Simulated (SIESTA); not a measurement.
A user runs SIESTA on Rh (Fm-3m, 1 atom in the cell) and asks whether the run is sound. The aim is a self-consistent single point with DFT, GGA PBEsol, numerical atomic orbitals DZP, PseudoDojo PBEsol standard norm-conserving potentials (rewritten from UPF to PSML).

Cell that was meant: a = 2.6692 Å, b = 2.6692 Å, c = 2.6692 Å, α = 60.00°, β = 60.00°, γ = 60.00°.

Part of the input:

```
SystemName  Rh
SystemLabel rh

NumberOfAtoms                2
NumberOfSpecies              1
%block ChemicalSpeciesLabel
  1 45 Rh
[...]
AtomicCoordinatesFormat      Bohr
%block AtomicCoordinatesAndAtomicSpecies
     0.000000000    0.000000000    0.000000000  1
     0.050960055   -0.058603350    0.053816928  1
%endblock AtomicCoordinatesAndAtomicSpecies

XC.functional                GGA
```

The program printed (abridged):

```
reinit: Reading from file input.fdf

reinit: System Name: Rh
reinit: System Label: rh

   [... lines left out ...]
siesta: WARNING: Atoms   681   682 too close: rij =    0.050000 Ang
siesta: WARNING: Atoms   683   684 too close: rij =    0.050000 Ang
siesta: WARNING: Atoms   685   686 too close: rij =    0.050000 Ang
new_DM -- step:     1
Initializing Density Matrix...

Attempting to read DM from file... Failed...
DM filled with atomic data:

InitMesh: MESH = 24 x 24 x 24 = 13824
InitMesh: Mesh cutoff (required, used) =   300.000   335.171 Ry

stepf: Methfessel-Paxton step function
       Using Hermite-Gauss polynomials of order  0
        iscf     Eharris(eV)        E_KS(eV)     FreeEng(eV)     dDmax    Ef(eV) dHmax(eV)
   scf:    1    71755.477369    70396.871686    70396.869204**********  7.933644 28.249369
   scf:    2    70375.413466    70385.542828    70385.539935207.980792  7.096957 16.752364
   scf:    3    70377.855896    70379.136401    70379.129940239.395451  4.172378  2.747573
   scf:    4    70378.494292    70378.776702    70378.770070 19.167535  4.556049  0.809711
   scf:    5    70378.652053    70378.668313    70378.662859 14.177342  4.970129  0.588201
   scf:    6    70378.649918    70378.657707    70378.652156  3.385297  4.880848  0.173877
   [... 24 lines left out ...]
   scf:   31    70378.656298    70378.656298    70378.650688  0.000019  4.838149  0.000001
   scf:   32    70378.656298    70378.656298    70378.650688  0.000014  4.838149  0.000001
   scf:   33    70378.656298    70378.656298    70378.650688  0.000011  4.838149  0.000001
   scf:   34    70378.656298    70378.656298    70378.650688  0.000008  4.838149  0.000000
SCF Convergence by DM+H criterion
max |DM_out - DM_in|         :     0.0000077699
max |H_out - H_in|      (eV) :     0.0000004730
SCF cycle converged after 34 iterations

Using DM_out to compute the final energy and forces

siesta: E_KS(eV) =            70378.6563

siesta: E_KS - E_eggbox =     70378.6563

siesta: Atomic forces (eV/Ang):
     1************************************
     2************************************
   Tot    0.060543   -0.028875    0.070026
   Max************
   Res************    sqrt( Sum f_i^2 / 3N )
   Max************    constrained

Stress tensor Voigt[x,y,z,yz,xz,xy] (kbar): -2876116.99 -3805817.67 -3208454.56  3500722.35 -3044020.80  3314859.51
(Free)E + p*V (eV/cell)    98047.4598
Target enthalpy (eV/cell)    70378.6507

   [... lines left out ...]
siesta: FreeEng =     70378.650688
   [... lines left out ...]
siesta:  2068.972571-2375.404553 2184.979033
siesta: -1899.928342 2184.979032-2002.559824

siesta: Cell volume =         13.446484 Ang**3

siesta: Pressure (static):
siesta:                Solid            Molecule  Units
siesta:          22.41116651         -0.04972134  Ry/Bohr**3
siesta:        2057.69846985         -4.56520300  eV/Ang**3
siesta:     3296796.40820331      -7314.26158069  kBar
```

Problem. Can these results be used? Check the input.

Solution. The run is not sound. The fault is one atom entered twice. Two nuclei at or near one point give a huge ion-ion repulsion and overlapping cores, and the electron count is too high as well. To fix it, remove the duplicate atom. The run converged in 34 iterations without an error; against the sound input the free energy goes up by 38400 eV/atom and the pressure goes from 0.71 to 329700 GPa. The full log also holds: “siesta: WARNING: Atoms     1     2 too close: rij =    0.050000 Ang” and “siesta: WARNING: Atoms     3     4 too close: rij =    0.050000 Ang”.

An input that runs soundly differs in these lines (not the only fix; some lines may just follow from the change or write a value another way):
```diff
-NumberOfAtoms                2
+NumberOfAtoms                1
-     0.050960055   -0.058603350    0.053816928  1
```

With that input, the run converged in 13 iterations: free energy E − TS -3188.6824 eV; Fermi level (on the code's own zero) -3.17 eV; pressure 0.71 GPa (DFT, GGA PBEsol, numerical atomic orbitals DZP, PseudoDojo PBEsol standard norm-conserving potentials (rewritten from UPF to PSML)).

On the sound input: the starting cell comes from a database of computed structures (which also holds hypothetical and non-ambient phases and stackings), without a prior relaxation at this level. Its lattice was rescaled by a random factor within 2.5 % of one. Spin polarisation is off. Values carry the incompleteness of an atom-centred basis.
